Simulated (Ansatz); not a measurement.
## Amorphous Si30N44Zr3

Preparation: random packing, a CHGNet melt and quench, and a DFT relaxation. N atoms were pushed apart under 1.9 Å during the dynamics, to hinder bonds among them. The hot cell started wider than the set density and was brought back towards it in steps. It is the lowest in DFT energy of 2 quenches. It is a model cell: composition and starting density were chosen by hand, and all elements were melted together. No dispersion term was used.

Methods: PBE, scalar-relativistic without spin-orbit coupling (Ansatz, an electronic-structure program); r2SCAN, scalar-relativistic without spin-orbit coupling (Ansatz); HSE06, scalar-relativistic without spin-orbit coupling (Ansatz). Geometry, pressure, stress and energy are those of the PBE run. Its sampling: a 2×2×2 Γ-centred mesh; Fermi-Dirac width 0.02 eV; no spin polarisation. Other functionals are single points at the zone centre (r2SCAN at 500 eV; exact exchange cut at the cell's faces), free to take moments where seeds were set. At PBE the levels at the filled edge of the gap are localised (band-tail or defect states), and the nearest spread-out levels lie 1.8 eV apart at the zone centre.

- Number of atoms in the cell: 77
- Density (held, not predicted): 3.30 g/cm³
- Volume per atom: 11.32 Å³
- Pressure on a 2×2×2 Γ-centred mesh: 2.49 GPa
- Largest force and stress component on that mesh (the relaxation ran on the zone centre alone): 0.09 eV/Å and 4.4 GPa
- Level gap on a 2×2×2 Γ-centred mesh (PBE): 0.95 eV
- Level gap at the zone centre (PBE): 0.94 eV
- Level gap at the zone centre (r2SCAN): 1.19 eV
- Level gap at the zone centre (HSE06): 1.97 eV

Bonds are counted up to Si-Si 2.60 Å, Si-N 2.20 Å, Si-Zr 2.93 Å, N-N 1.70 Å, N-Zr 2.71 Å, Zr-Zr 3.41 Å. Two cations that share two anions don't count as bonded, nor two that share one unless they lie closer than Si-Si 2.38 Å, Si-Zr 2.85 Å, Zr-Zr 3.32 Å.

```json
{
  "Mean coordination of Si by anions": "4.00 (1 with 3, 28 with 4, 1 with 5)",
  "Mean coordination of N": "3.07 (1 with 2, 39 with 3, 4 with 4)",
  "Mean coordination of Zr by anions": "5.00 (3 with 5); 2 close contacts or bonds to cations besides",
  "Mean Si-N bond": "1.757 Å (spread 0.068 Å, 120 counted)",
  "Mean N-Zr bond": "2.232 Å (spread 0.201 Å, 15 counted)"
}
```

Its density started from a set value of 3.30 g/cm³. Cooling (nominally 380 K/ps over its main leg) ran many orders faster than in experiment, which tends to leave more defects and strain. One small periodic cell is one sample of the glass; other quenches scatter about these values. The volume was held where the preparation left it, at a PBE pressure of 2.5 GPa. Stress components on the final sampling reach 4.4 GPa.
